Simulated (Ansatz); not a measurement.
The reference is Mn in the diamond structure (space group Fd-3m, No. 227; a = 4.952 Å; non-magnetic; a hypothetical phase, not in the database extracts checked).

(Cell as relaxed with PBE.)

Levels (all Ansatz, a program for electronic structure, PAW): PBE (420 eV, without spin-orbit coupling); PBEsol (420 eV, without spin-orbit coupling).

Each level relaxes its own structure.

```
base                      PBE    PBEsol
-------------------  --------  --------
volume per atom      15.17 Å³  14.55 Å³
lattice parameter a   4.952 Å   4.883 Å
band gap                 zero      zero
```

The change: cell and atoms relaxed at a pressure of 10 GPa.

```json
[
 {"quantity": "lattice parameter a", "PBE": "4.853 Å", "PBEsol": "4.794 Å"},
 {"quantity": "band gap", "PBE": "zero", "PBEsol": "zero"}
]
```

PBE's lattice parameter a lies 0.059 Å above PBEsol's (1.2 %); the two agree on the band gap. Neither level is exact; PBEsol is the comparison here, not a measurement.

Load acts through the strain it causes; cell and atoms are relaxed under it. Whether these cells are dynamically stable was not tested. Competing high-pressure phases were not computed. Starting moments died away, wholly or in part, for the base; another magnetic solution may exist. The final runs are not spin-polarised.
